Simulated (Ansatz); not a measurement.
Ge, pressure series

Consider Ge in the diamond structure (space group Fd-3m, No. 227; a = 5.6761 Å).

Cell and atoms are relaxed at each pressure.

Calculations: Ansatz (a quantum-chemistry and plane-wave program), PBEsol, PAW, cutoff 420 eV, spin-orbit coupling left out, earlier PAW set.

Two rows of this table had their results exchanged by mistake.

| pressure | volume per atom (Å³) | shortest distance (Å) | band gap |
|---|---|---|---|
| pressure −2 GPa | 23.60 | 2.484 | zero |
| pressure −1 GPa | 23.21 | 2.470 | zero |
| pressure 1.8 GPa | 15.71 | 2.169 | zero |
| pressure 4.2 GPa | 21.63 | 2.413 | 0.26 eV |
| pressure 9 GPa | 20.59 | 2.374 | 0.33 eV |
| pressure 18 GPa | 19.17 | 2.318 | 0.21 eV |
| pressure 30 GPa | 17.83 | 2.262 | 0.06 eV |
| pressure 45 GPa | 16.62 | 2.210 | zero |
| pressure 60 GPa | 22.28 | 2.437 | 0.13 eV |

Which two?

The rows for pressure 1.8 GPa and pressure 60 GPa: the volume has to fall steadily with pressure, so 22.28 Å³ belongs to pressure 1.8 GPa and 15.71 Å³ to pressure 60 GPa.

Load acts through the strain it causes; cell and atoms are relaxed under it. No phonon test of stability was made. Measured, Ge leaves this structure (for the β-tin structure) near 10.6 GPa (room temperature; as listed in arXiv:1906.07825). The zero or small gap of Ge can change with the level of theory.
